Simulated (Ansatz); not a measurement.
Consider AlRu₂C (space group P6_3/mmc, No. 194; a hypothetical phase, not in the database extracts checked).

```
CELL_PARAMETERS angstrom
      2.86494     0.00000     0.00000
     -1.43247     2.48111     0.00000
      0.00000     0.00000    13.32087
ATOMIC_POSITIONS crystal
  Al 0.66667 0.33333 0.25000
  Al 0.33333 0.66667 0.75000
  Ru 0.33333 0.66667 0.40451
  Ru 0.66667 0.33333 0.59549
  Ru 0.66667 0.33333 0.90451
  Ru 0.33333 0.66667 0.09549
  C  0.00000 0.00000 0.50000
  C  0.00000 0.00000 0.00000
```

Cartesian axes are those of the cell as printed.

The values are results of plane-wave PAW DFT at the PBEsol level (Ansatz, a quantum-chemistry and plane-wave program, 420 eV), scalar-relativistic without spin-orbit coupling, not measurements.

For the base:

Shortest interatomic distance: 2.087 Å

Now apply this change: tensor shear ε_yz = −1.09 % (engineering shear γ = -0.0218); the atoms relax in the strained cell.

**Question.** What does the calculation give for the shortest interatomic distance, energy relative to the base and largest internal atomic displacement after the change?

**Answer.** The shortest interatomic distance falls by 0.010 Å (2.087 Å → 2.077 Å); the energy increases by 1.2 meV/atom; the largest internal atomic displacement amounts to 0.021 Å.

Without a gap, meshes like the base's 19×19×4 leave anisotropic stresses uncertain by several tenths of a GPa, and small strain energies with them. No phonon test of stability was made. All final runs are without spin polarisation.
